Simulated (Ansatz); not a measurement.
Consider Os in the hcp (Mg type) structure (space group P6_3/mmc, No. 194; a = 2.7295 Å, c = 4.3066 Å).

Calculations: DFT with PBEsol, PAW potentials and a 420 eV plane-wave cutoff in Ansatz (a program for electronic structure), without spin-orbit coupling, earlier PAW set.

Base values:

The c/a ratio comes out as 1.578. The lattice parameter a comes out as 2.729 Å.

Perturbation: a negative pressure, −1 GPa.

What does the calculation give for the c/a ratio and lattice parameter a after the change?

The c/a ratio remains 1.578; the lattice parameter a increases by 0.0022 Å to 2.732 Å.

Load acts through the strain it causes; cell and atoms are relaxed under it. Whether these cells are dynamically stable was not tested. All final runs are without spin polarisation.
